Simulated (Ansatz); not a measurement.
Partial pair distribution functions of a relaxed model of amorphous Bi20Te30, broadened by 0.06 Å; density 7.90 g/cm³. Method: PBE-D3(BJ), scalar-relativistic without spin-orbit coupling, PAW (Ansatz default set, large-core Te) (plane waves to 420 eV; Ansatz, a first-principles code).

A CHGNet melt-quench gave the starting glass, which DFT then relaxed. The hot cell started wider than the set density and was brought back towards it in steps. It is the lowest in DFT energy of 3 quenches. It is a model cell: composition and starting density were chosen by hand, and all elements were melted together. The geometry includes D3(BJ) dispersion. Its density started from a set value of 7.84 and ended at 7.90 g/cm³. The quench (nominally 53 K/ps over its main leg) was far faster than any real one, so the model tends to hold more defects than a real film. One small periodic cell is one sample of the glass; other quenches scatter about these values. Volume and shape were free in the relaxation. Stress components on the final sampling reach 0.5 GPa. On a 2×2×2 Γ-centred mesh force components of up to 0.29 eV/Å stay, since the relaxation ran on one k-point at (1/4, 1/4, 1/4).

```csv
r (Å),g Bi-Te,g Te-Te,g Bi-Bi
2.65,0.00,0.00,0.00
2.75,0.02,0.10,0.00
2.85,0.66,0.26,0.00
2.95,3.34,0.36,0.01
3.05,5.91,0.30,0.28
3.15,4.69,0.24,0.36
3.25,4.19,0.69,0.11
3.35,3.41,0.40,0.39
3.45,1.35,0.60,0.12
3.55,0.65,1.05,0.00
3.65,0.81,1.89,0.06
3.75,0.94,1.77,0.32
3.85,0.59,1.74,0.50
3.95,0.47,1.32,1.46
4.05,0.55,1.67,2.60
4.15,0.55,2.76,3.25
4.25,0.41,2.06,1.95
4.35,0.52,1.82,1.97
4.45,0.67,1.62,3.08
4.55,0.77,1.28,1.84
4.65,0.83,1.48,0.42
4.75,0.71,1.05,0.29
4.85,0.63,0.71,0.86
4.95,0.46,0.60,1.29
5.05,0.48,0.48,1.27
5.15,0.59,0.60,0.90
5.25,0.64,0.62,0.75
5.35,0.51,0.67,0.79
5.45,0.50,0.69,1.03
5.55,0.67,0.45,0.75
5.65,0.68,0.57,0.79
5.75,0.87,0.79,0.71
```

Within 3.54 Å each Bi has 5.30 Te neighbours on average.
